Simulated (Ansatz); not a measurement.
Sn under a change: tensor shear ε_xy = +2.00 %

The reference is Sn in the diamond structure (space group Fd-3m, No. 227; a = 6.540 Å; relaxed with 0.1 eV smearing). Axes: x, y, z lie along the cube axes.

Now apply this change: a pure shear with ε_xy = ε_yx = 0.0200, atoms relaxed at fixed cell.

Computed with PBEsol (Ansatz, a first-principles code, PAW, no spin-orbit coupling). Γ-centred 15×15×15 mesh, Fermi–Dirac width 0.1 eV.

The volume per atom is nearly the same (34.97 Å³ against 34.95 Å³) and the space group becomes Imma (No. 74) (base: Fd-3m (No. 227)). The energy goes up by 4.7 meV/atom and the pressure (mean of the normal stresses, compression positive) remains 0.0 GPa. The band gap remains zero and the stress (xx, yy, zz, yz, xz, xy; compression positive) amounts to (0.0, 0.0, 0.0, 0.0, 0.0, -1.1) GPa.

The cells carry an imposed strain or load. Stability against distortions was not tested.
